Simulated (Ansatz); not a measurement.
Enthalpy of formation of GaSb (model structure, within 0.1 Å of P6₂22, No. 180, 6 atoms in the cell) at several levels of theory

No measured value is used here.

```tsv
level (code)	value (eV/atom)
PBE (Ansatz)	…
PBEsol (Ansatz)	-0.009
PBE-D3(BJ) (Ansatz)	-0.006
```

### Question
Some entries are withheld; supply them.

### Answer

- PBE (Ansatz, an electronic-structure program), value (eV/atom): -0.023

Density-functional levels without +SOC have no spin–orbit coupling, which shifts binding energies of heavy elements. Each level is taken at its own relaxed cell. Ansatz's density-functional and Hartree–Fock values are scalar-relativistic unless marked +SOC, with PAW data made under PBE.

A model structure was made by putting elements into a prototype or built by hand; it is no filed structure, need not be a known phase, and can be a saddle point held by its symmetry.
